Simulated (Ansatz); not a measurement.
Base system: SrTiO3 in the cubic perovskite structure (space group Pm-3m, No. 221).

```xyz
5
Lattice="3.9070 0.0000 0.0000 0.0000 3.9070 0.0000 0.0000 0.0000 3.9070" Properties=species:S:1:pos:R:3 pbc="T T T"
Sr     0.0000     0.0000     0.0000
Ti     1.9535     1.9535     1.9535
O      0.0000     1.9535     1.9535
O      1.9535     1.9535     0.0000
O      1.9535     0.0000     1.9535
```

Cartesian axes are those of the cell as printed.

All numbers come from r2SCAN, PAW, 500 eV (Ansatz, an electronic-structure program; no SOC).

Strains are applied to the cell and any free atomic positions relax.

One change was made to it. Results:

```tsv
quantity	base	after
smallest direct gap	2.63 eV	2.53 eV
band gap	2.26 eV	2.09 eV
energy relative to the base (free energy F)	0 meV/atom	+21 meV/atom
pressure (mean of the normal stresses, compression positive)	-0.01 GPa	-6.79 GPa
```

**Question.** Which of these changes matches the shifts?
A. uniaxial strain ε_xx = +4.27 %
B. uniaxial strain ε_xx = −5.97 %
C. isotropic strain +3.86 %
D. strain tensor (xx, yy, zz, yz, xz, xy) = (+1.05, −1.37, +0.44, +1.91, +0.23, −0.49) %

**Answer.** A, uniaxial strain ε_xx = +4.27 %. For comparison, the band gap in the other runs: uniaxial strain ε_xx = −5.97 % gives 2.30 eV; isotropic strain +3.86 % gives 1.99 eV; strain tensor (xx, yy, zz, yz, xz, xy) = (+1.05, −1.37, +0.44, +1.91, +0.23, −0.49) % gives 2.13 eV.

Whether these cells are dynamically stable was not tested. The final runs are not spin-polarised. Many cubic perovskites are stable only at high temperature; tilts and polar distortions were not tested.
